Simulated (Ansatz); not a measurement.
An Ansatz (a quantum-chemistry and plane-wave program) run: Mo with a change (isotropic strain −0.50 %); plane-wave PAW DFT at the LDA level (Ansatz, 420 eV), no SOC.

Input:

Ansatz 0.2 input:
```yaml
crystal:
  lattice:
    - [-1.5479834531, 1.5479834531, 1.5479834531]
    - [1.5479834531, -1.5479834531, 1.5479834531]
    - [1.5479834531, 1.5479834531, -1.5479834531]
  atoms:
    - { symbol: Mo, position: [0, 0, 0] }
basis: { ecutwfc: 420, ecutrho_ratio: 4, xc_grid: 2, fft_grid_basis: typed }
kpoints: { mp_grid: { grid: [30, 30, 30] } }
hamiltonian:
  xc: lda
  dispersion: none
  pseudopotentials: { kind: paw }
scf: { occupations: { method: fermi_dirac, width: 0.1 }, convergence: { dr2_threshold: 0.0000000001 } }
relax: { f_tol: 0.005, max_steps: 50 }
output: { forces: true, stress: true }
checkpoint: { write: state.ck, write_every: 1000 }
```

Output (explanatory and most iteration lines left out):

```
Relaxation: its limit of steps is 50 (relax.max_steps)
Pseudopotential: Mo, paw, valence charge 14
Crystal: 1 atoms, lattice volume = 14.837 Å³
Basis set: ecut = 420 eV, 321 PW (Γ), exchange–correlation on 36×36×36 points (8 copies of the dense FFT grid, shifted against one another)
Bands: 11, of which v1, the nominal top of the filled ones, is band 7 counted from 1 (6 counted from 0)
Symmetry: 48 space group operations
Space group: Im-3m (ITA 229), of the structure as read, at distance tolerance 2.5e-5 Å
k-points: 752 of 27000
Functional: x = slater, c = lda
SCF iter   1: F=—  HF=-4842.867808 eV  |F-HF|=—  |Δ(HF+E_count)|=         —  Δρ=7.56e-3  dr2=1.89e-3  ethr=1.77e-3  ⟨swp⟩=5.0  Hψ=48567  notcnv=0
SCF iter   2: F=—  HF=-4842.867411 eV  |F-HF|=—  |Δ(HF+E_count)|=   3.97e-4  Δρ=3.70e-3  dr2=4.19e-4  ethr=1.35e-5  ⟨swp⟩=1.8  Hψ=15735  notcnv=0
SCF 1 converged in 8 iterations: F = -4842.867335 eV  dr2 = 2.73e-13
relax step   1: F+E_penalty+E_count = -4842.86733458 eV  Δ(F+E_penalty+E_count) = +0.000e0 eV  max|allowed force component| = 0.000e0 eV/Å  Δτ_max = 0.0000 Å  (8 SCF iters, accepted)
SCF converged after 8 iterations
Free energy (F): -4842.867335 eV
Internal energy: -4842.847333 eV  (E = F + TS)
E sigma→0 (E₀):  -4842.857334 eV
Entropy (-TS):   -0.020002 eV (-20.002 meV/atom)
Fermi energy:    22.136023 eV
--- Forces (eV/Å), atoms counted from 1 ---
  atom   1  Mo    -0.00000000    -0.00000000     0.00000000
--- Stress (GPa, compression-positive) ---
        4.531275       0.000000      -0.000000
       -0.000000       4.531275       0.000000
       -0.000000      -0.000000       4.531275
  P = ⅓ Tr σ = 4.5313 GPa (45.313 kbar)
--- Relaxed structure (1 steps of the walk, 1 accepted, 0 SCFs on fresh bases) ---
  atoms:
    - { symbol: Mo, position: [0.0, 0.0, 0.0] }
```

Whether these cells are dynamically stable was not tested. All final runs are without spin polarisation. The cell was made from Mo in the bcc (W type) structure (space group Im-3m, No. 229) by this change: isotropic strain −0.50 %.
